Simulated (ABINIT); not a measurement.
Input and output of a self-consistent single point for CdTe (P6_3mc, 4 atoms in the cell) (ABINIT).

Computed with LDA (PW92), PAW (JTH v2.0 LDA PAW) (plane waves; ABINIT).

The change in words: lattice scaled by 0.98. Reference geometry:
```
CELL_PARAMETERS angstrom
      4.63327     0.00000     0.00000
     -2.31664     4.01253     0.00000
      0.00000     0.00000     7.60243
ATOMIC_POSITIONS crystal
  Cd 0.33333 0.66667 0.00036
  Cd 0.66667 0.33333 0.50036
  Te 0.33333 0.66667 0.37464
  Te 0.66667 0.33333 0.87464
```

Reference input (self-consistent single point, DFT, LDA (PW92), plane waves, PAW (JTH v2.0 LDA PAW)): pseudos = [Cd.LDA_PW-JTH.xml, Te.LDA_PW-JTH.xml]; ecut = 40 Ry; pawecutdg = 80 Ry; ixc = 7; occopt = 1; ngkpt = 6 6 3; nshiftk = 1; shiftk = 0 0 0; potentials = JTH v2.0 LDA PAW; nband = 20; kptopt = 1; nstep = 80. This run's input differs from it in these lines:

```diff
@@ -5,5 +5,5 @@
 rprim
-         8.7556118823   -0.0000001209    0.0000000000
-        -4.3778058365    7.5825823762    0.0000000000
-         0.0000000000    0.0000000000   14.3665105816
+         8.5804995862   -0.0000004019    0.0000000000
+        -4.2902494450    7.4309308198    0.0000000000
+         0.0000000000    0.0000000000   14.0791796141
 natom 4
@@ -13,6 +13,6 @@
 xcart
-         0.0000000369    2.6750198409    0.0027368748
-         2.3166351563    1.3375098885    3.8039518748
-         0.0000000369    2.6750198409    2.8481743752
-         2.3166351563    1.3375098885    6.6493893752
+         0.0000001228    2.6215194262    0.0026821372
+         2.2703024810    1.3107596068    3.7278726372
+         0.0000001228    2.6215194262    2.7912107378
+         2.2703024810    1.3107596068    6.5164012378
       Angstrom
```

Output (repeated stretches shortened):

```
--- !BeginCycle
solver: {iscf: 17, nstep: 80, nline: 4, wfoptalg: 10, }
tolerances: {tolvrs: 1.00E-11, }
...

     iter   Etot(hartree)      deltaE(h)  residm     nres2
 ETOT  1  -111.93969707068    -1.119E+02 2.434E-01 4.801E+00
 ETOT  2  -112.28429821624    -3.446E-01 9.096E-03 2.408E+00
 ETOT  3  -112.27097283838     1.333E-02 1.790E-03 1.725E-01
 ETOT  4  -112.27109809580    -1.253E-04 4.783E-04 1.352E-02
 ETOT  5  -112.27143581320    -3.377E-04 3.281E-04 3.164E-03
   [... 20 lines left out ...]
 ETOT 26  -112.27165246814    -2.377E-11 2.012E-09 3.999E-10
 ETOT 27  -112.27165246815    -1.084E-11 2.834E-09 6.821E-11
 ETOT 28  -112.27165246815    -5.244E-12 8.153E-10 6.206E-11
 ETOT 29  -112.27165246816    -3.467E-12 9.860E-10 5.887E-12
 At SCF step   29       nres2   =  5.89E-12 < tolvrs=  1.00E-11 =>converged.

 Cartesian components of stress tensor (hartree/bohr^3)
  sigma(1 1)=  1.34465224E-05  sigma(3 2)=  0.00000000E+00
  sigma(2 2)=  1.34465223E-05  sigma(3 1)=  0.00000000E+00
  sigma(3 3)=  1.38191425E-05  sigma(2 1)= -7.15256184E-14

 ----iterations are completed or convergence reached----

 reduced coordinates (array xred) for    4 atoms
       0.333333335522      0.666666668857      0.000360002193
       0.666666668855      0.333333335524      0.500360002193
       0.333333335522      0.666666668857      0.374640003819
       0.666666668855      0.333333335524      0.874640003819
 cartesian forces (eV/Angstrom) at end:
    1      0.00000000000000     0.00000000000000     0.00250093949752
   [... lines left out ...]
 Fermi (or HOMO) energy (hartree) =  -0.10145   Average Vxc (hartree)=  -0.32438
   [... lines left out ...]
local_psp           : -9.22534042214316E+01
total_energy        : -1.12271653663513E+02
total_energy_eV     : -3.05506706443483E+03
...

-Cartesian components of stress tensor (GPa)         [Pressure= -3.9926E-01 GPa]
- sigma(1 1)=  3.95610281E-01  sigma(3 2)=  0.00000000E+00
- sigma(2 2)=  3.95610277E-01  sigma(3 1)=  0.00000000E+00
- sigma(3 3)=  4.06573141E-01  sigma(2 1)= -2.10435599E-09

 Calculation completed.
```

The run converged in 29 iterations. 

The starting cell comes from a database of computed structures (which also holds hypothetical and non-ambient phases and stackings), without a prior relaxation at this level. For this run, on top of that: lattice scaled by 0.98.

These are the values that this program gave, and no reference: the one-centre exchange-correlation terms come from a truncated expansion.

Cost on one core of a shared machine: roughly 3 min.
